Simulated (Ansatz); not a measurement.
Levels about the gap of amorphous Hf₁₈O₃₉Mo (58 atoms in a cell of 763 Å³, 8.56 g/cm³; zone centre alone, so wide bands show as single levels with stretches between that a denser mesh fills), at the geometry that PBE relaxed, where it gives 0.0 GPa on a denser mesh. The participation number counts the atoms over which a state spreads; weights are charges in smoothed Voronoi cells. The levels come from a single point, so bond lengths are those of that geometry. Method of the levels: PBE, scalar-relativistic without spin-orbit coupling (Ansatz, an electronic-structure program). Sampling: the zone centre alone; Fermi-Dirac width 0.02 eV; no spin polarisation. At PBE the levels at both edges of the gap are localised (band-tail or defect states), and the nearest spread-out levels lie 3.8 eV apart at the zone centre.

A CHGNet melt-quench gave the starting glass, which DFT then relaxed. O atoms were pushed apart under 1.9 Å during the dynamics, to hinder bonds among them. The hot cell started wider than the set density and was brought back towards it in steps. It is the lowest in DFT energy of 2 quenches. It is a model cell: composition and starting density were chosen by hand, and all elements were melted together. No dispersion term was used. Its density started from a set value of 8.65 and ended at 8.56 g/cm³. The simulated quench (nominally 300 K/ps over its main leg) is rapid and tends to freeze in more defects than a deposited or slowly cooled glass has. A cell of this size samples the disorder only roughly. Volume and shape were free in the relaxation.

```csv
"E - E(highest filled), eV",filling,participation number,largest on,weight O,weight Hf,weight Mo
-0.34,filled,16.3,"O, 3 neighbours",0.95,0.05,0.00
-0.30,filled,19.8,"O, 3 neighbours",0.94,0.06,0.00
-0.28,filled,17.1,"O, 3 neighbours",0.95,0.05,0.00
-0.18,filled,15.3,"O, 3 neighbours",0.95,0.05,0.00
-0.16,filled,15.0,"O, 3 neighbours",0.95,0.05,0.00
-0.11,filled,9.2,"O, 3 neighbours",0.95,0.05,0.00
0.00,filled,5.8,"O, 3 neighbours",0.96,0.04,0.00
2.34,empty,3.1,"Mo, 5 neighbours",0.42,0.05,0.53
2.98,empty,3.5,"Mo, 5 neighbours",0.43,0.07,0.50
3.14,empty,3.9,"Mo, 5 neighbours",0.43,0.10,0.47
3.68,empty,14.6,"Mo, 5 neighbours",0.41,0.40,0.19
4.04,empty,21.4,"Hf, 7 neighbours",0.38,0.56,0.06
4.24,empty,17.9,"Mo, 5 neighbours",0.42,0.40,0.18
4.47,empty,31.4,"Hf, 6 neighbours",0.40,0.58,0.02
```

Most localised among these is the empty level at +2.34 eV, on a Mo atom, which has 5 neighbours (O 1.74 Å, O 1.78 Å, O 1.86 Å, O 1.95 Å, O 2.03 Å).
